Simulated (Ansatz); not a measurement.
S on the 1x1 (0001) surface of hcp Co, ferromagnetic, one in a 3x3 cell, energies for each (48.4 Å²). Energies are against ⅛ S8(g), without zero-point or thermal terms; each row is named by its start.

Method: PBE (plane waves to 420 eV, PAW; Ansatz, a program for electronic structure).

Slab: 37 atoms, 6.0 Å thick at the start under the adsorbate (thin: gaps and levels are the slab's own); k 5x5x1, smearing 0.1 eV, dipole-corrected; 18 atoms held, the rest relaxed; each run with such symmetry as its start has; spin-polarised, no spin-orbit, no U, no dispersion correction.

A negative adsorption energy means that the adsorbate is more stable on the surface than in its reference. Heights count from the host atoms within 0.3 Å of the top one.

```json
[
 {"starting site": "top Co", "E_ads (eV)": "-0.73", "height (Å)": "?", "nearest host atom (Å)": "Co 2.02", "bonded to": "Co", "Δ work function (eV)": "0.29", "lateral drift (Å)": "0.0", "moment (μB)": "60.9"},
 {"starting site": "hollow Co-Co-Co", "E_ads (eV)": "-2.06", "height (Å)": "1.66", "nearest host atom (Å)": "Co 2.18", "bonded to": "3 Co", "Δ work function (eV)": "0.17", "lateral drift (Å)": "0.0", "moment (μB)": "60.2"},
 {"starting site": "hollow Co-Co-Co over Co at depth 2.0 Å", "E_ads (eV)": "-2.07", "height (Å)": "1.63", "nearest host atom (Å)": "Co 2.18", "bonded to": "3 Co", "Δ work function (eV)": "0.16", "lateral drift (Å)": "0.0", "moment (μB)": "60.1"}
]
```

Question: Complete the blanks.

Answer: 
- top Co, height (Å): 1.93
